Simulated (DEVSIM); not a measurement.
System: Ru/HfO2/n-Si capacitor, at 300 K.

```
layer (left to right)  material  thickness (nm)  Nd (cm⁻³)
---------------------  --------  --------------  ---------
1                          HfO2            18.0          -
2                            Si             680     7.1e17
```

Metal gate on the left, work function 4.7 eV. Fixed charge at the semiconductor interface -9.5e11 cm⁻² (in units of +e); no interface traps.

This is a model device: material constants are rounded textbook-type values typed into the input, and sizes, dopings and lifetimes were drawn at random. Values at 300 K.

```csv
parameter,HfO2,Si
gap (eV),5.7,1.124
affinity (eV),2.5,4.05
permittivity,22,11.7
Nc (cm⁻³),-,2.86e19
Nv (cm⁻³),-,3.1e19
```

Model (solved in DEVSIM): 1D Poisson equation in equilibrium, Boltzmann statistics, complete ionisation; no quantum confinement or tunnelling. Metal contacts follow the ideal Schottky-Mott rule: no Fermi-level pinning, no interface dipoles.

The substrate doping was swept, all else fixed.

| substrate doping (cm^-3) | threshold voltage (band bending 2φF) (V) | minimum of the low-frequency capacitance (μF/cm²) | flat-band voltage (V) |
|---|---|---|---|
| 3.6e16 | ? | ? | 0.62 |
| 7.1e16 | -0.30 | 0.0870 | 0.64 |
| 1.4e17 | -0.38 | 0.118 | 0.65 |
| 3.6e17 | -0.52 | 0.170 | 0.68 |
| 7.1e17 | -0.67 | 0.221 | 0.70 |
| 1.4e18 | -0.87 | 0.281 | 0.71 |

Task: Some entries are withheld; supply them.

Result: 
- 3.6e16, threshold voltage (band bending 2φF) (V): -0.25
- 3.6e16, minimum of the low-frequency capacitance (μF/cm²): 0.0659
